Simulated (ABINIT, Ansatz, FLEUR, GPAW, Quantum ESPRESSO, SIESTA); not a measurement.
BN (F-43m, 2 atoms in the cell) computed with different codes at matched settings

Self-consistent single point.

```
BN
1.0
    0.00000     1.80750     1.80750
    1.80750     0.00000     1.80750
    1.80750     1.80750     0.00000
B N
1 1
Direct
  0.00000   0.00000   0.00000
  0.25000   0.25000   0.25000
```

Shared settings, as Ansatz (a quantum-chemistry and plane-wave program) writes them: kpoints.mp_grid.grid = 2 2 2; scf.occupations.method = fermi_dirac; scf.occupations.width = 0.01 eV. Potentials and cutoffs stand in the table.

```
code                                                                                                                                model  pressure (GPa)  gap on the mesh (eV)         cutoff
----------------  -----------------------------------------------------------------------------------------------------------------------  --------------  --------------------  -------------
SIESTA            GGA PBE, numerical atomic orbitals DZP, PseudoDojo PBE standard norm-conserving potentials (rewritten from UPF to PSML)           28.68                 4.184    grid 300 Ry
FLEUR                                                                        PBE, all-electron FLAPW (FLEUR), scalar-relativistic valence               –                 3.945  Kmax 4 1/bohr
GPAW                                                                                         PBE, GPAW PAW datasets PBE (gpaw-data 1.0.1)               –                 4.102         950 eV
Quantum ESPRESSO                                                          PBE, PseudoDojo standard norm-conserving (PBE) pseudopotentials           25.07                 4.174          85 Ry
Ansatz                                                                                                             PBE, default PAW files           24.73                 4.104        default
ABINIT                                                           PBE, norm-conserving pseudopotentials (PseudoDojo nc-sr-05 PBE standard)           25.06                 4.174          42 Ha
```

A dash marks a value that a program does not give, or that is left out as unsure.

Gaps are read on the mesh.

The spread over the programs that give each value: pressure within 3.95 GPa; gap on the mesh within 0.239 eV.

SIESTA uses small atom-centred bases, whose incompleteness enters pressures, forces and empty levels differently from a plane-wave cutoff. FLEUR treats all electrons, but the usual bases taken here (sphere radii, linearisation, local orbitals, empty states) were not tested for convergence, so the values are no reference for the others. Ansatz's pressure is given at a fixed set of plane waves, as the other plane-wave codes print theirs; with its correction for the finite basis it is 25.93 GPa (the shift of 1.20 GPa shows how far the cutoff is from converged). The pressure of GPAW is left out: its cutoff lies under the one at which its stress was checked. In the pressure, SIESTA (by 3.62) lies more than 1 GPa from the median of the plane-wave programs. In the gap, FLEUR (by 0.194) lies more than 0.12 eV from the median of the plane-wave programs.

On the base mesh (11 11 11) the same programs gave: Ansatz pressure 1.96 GPa, gap on the mesh 4.575 eV; Quantum ESPRESSO pressure 2.68 GPa, gap on the mesh 4.637 eV; ABINIT pressure 2.67 GPa, gap on the mesh 4.637 eV; GPAW gap on the mesh 4.575 eV; FLEUR gap on the mesh 4.419 eV; SIESTA pressure 4.58 GPa, gap on the mesh 4.658 eV.

The values differ from the base mesh's, so the mesh still matters here: the table compares the programs at equal settings.

The starting cell has typed, rounded lattice constants, without a prior relaxation at this level.

Left out of this page: CP2K (on another mesh); Elk (not drawn, or without a comparable value).

Keys are those of Ansatz 0.2.
